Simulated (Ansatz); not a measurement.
Take BN in the zinc blende structure (space group F-43m, No. 216; a = 3.606 Å) as the base. Axes: x, y, z lie along the cube axes.

The values are results of Ansatz (an electronic-structure program) PBEsol, spin-orbit coupling left out, not measurements.

For the base:

Shortest interatomic distance: 2.950 bohr

It is then changed as follows: tensile biaxial strain of 1.67 % in the plane normal to [111], as in epitaxy on a mismatched substrate; the out-of-plane cell vector and the atoms relax.

Problem. Estimate the effect on the shortest interatomic distance and out-of-plane strain.

Solution. The shortest interatomic distance shrinks by 0.005 bohr to 2.945 bohr; the out-of-plane strain is -0.27 %.

Stability against distortions was not tested.
